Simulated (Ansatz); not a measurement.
Consider Ni in the fcc (Cu type) structure (space group Fm-3m, No. 225; a = 3.5206 Å; ferromagnetic; relaxed with 0.1 eV smearing).

(Cell as relaxed with PBE.)

Levels (all Ansatz, a quantum-chemistry and plane-wave program, PAW): PBE (420 eV, spin-orbit coupling left out); r2SCAN (500 eV, no spin-orbit coupling).

Each level relaxes its own structure.

```tsv
base	PBE	r2SCAN
volume per atom	10.91 Å³	10.53 Å³
lattice parameter a	3.521 Å	3.479 Å
band gap	zero	zero
largest site moment	0.67 μB	0.79 μB
```

Perturbation: the cell is scaled by 1.0454 in all directions, atoms relaxed at fixed cell.

```
quantity                       PBE  r2SCAN
-------------------  -------------  ------
largest site moment        0.72 μB     ___
pressure                 -18.9 GPa     ___
magnetic state       ferromagnetic     ___
```

Problem. Predict the r2SCAN column.

Solution. 
- largest site moment, r2SCAN: 0.86 μB
- pressure, r2SCAN: -20.9 GPa
- magnetic state, r2SCAN: ferromagnetic

PBE's largest site moment lies 0.145 μB below r2SCAN's; PBE's pressure lies 2.0 GPa above r2SCAN's; the two agree on the magnetic state. Neither level is exact; r2SCAN is the comparison here, not a measurement.

The magnetic state is the one reached from the starting moments; the real material's order can differ, and small cells can't hold many antiferromagnetic ones. The cells carry an imposed strain or load. Stability against distortions was not tested.
